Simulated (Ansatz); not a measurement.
fcc Yb, treated with r²SCAN-D4 in Ansatz (PAW).

Run with plane-wave cutoff 560 eV, 18×18×18 k mesh, Fermi–Dirac smearing 0.05 eV, no spin polarisation, scalar-relativistic PAW data made under PBE.

Energies at three volumes about the minimum:

```csv
V (Å³/atom),E − E_lowest (meV/atom)
34.038,0.91
34.733,0.00
35.427,0.89
```

Q: Fit a parabola by hand: where is the minimum, what lattice constant follows, and what is the bulk modulus?

A: Slopes: (0.00 − 0.91)/(34.733 − 34.038) = -1.309 and (0.89 − 0.00)/(35.427 − 34.733) = 1.282 meV/Å³. Curvature E″ = 2 × (1.282 − (-1.309))/(35.427 − 34.038) = 3.731 meV/Å⁶. From the middle of the first interval, the slope vanishes at V0 = 34.3855 − (-1.309)/3.731 = 34.736 Å³/atom. B = V0 E″ = 34.736 × 3.731 meV/Å³ × 0.1602 GPa per meV/Å³ = 20.8 GPa. With 4 atoms in the cube, a = (4 × 34.736)^(1/3) = 5.179 Å. The full Birch–Murnaghan fit to all volumes gives V0 = 34.728 Å³/atom and B0 = 20.7 GPa.

Measured, for comparison: bulk modulus 16.3 GPa (temperature not stated, no zero-point or thermal correction; as tabulated in doi:10.1007/BF02743909 (ytterbium under pressure), abstract); lattice constant a 5.485 Å (293 K, no zero-point or thermal correction; as tabulated in Wikipedia's data pages). Computed (rounded) less measured: bulk modulus +27 %.

Ansatz is a program for electronic structure.
